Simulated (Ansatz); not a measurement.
The parent structure is AlAs in the zinc blende structure (space group F-43m, No. 216; a = 5.675 Å).

It is then changed as follows: a fraction x = 0.25 of the Al sites is given to Ga, ordered in a cell of 8 atoms (starting symmetry Amm2) and fully relaxed.

The other end (x = 1) is GaAs in the zinc blende structure (space group F-43m, No. 216): 22.65 Å³/atom, gap 0.42 eV.

Levels (all Ansatz, a program for electronic structure, PAW): PBEsol (420 eV, no spin-orbit coupling); HSE06 (420 eV, no spin-orbit coupling).

The geometry is relaxed with PBEsol.

| Property | Value |
|---|---|
| PBEsol band gap | 1.07 eV |

With HSE06 at the same geometry, the band gap grows by 0.88 eV, from 1.07 eV to 1.95 eV.

Single points use the geometry relaxed with PBEsol. Each cell is one ordered arrangement of few atoms, which overstates ordering effects compared with a random alloy. Whether these cells are dynamically stable was not tested.
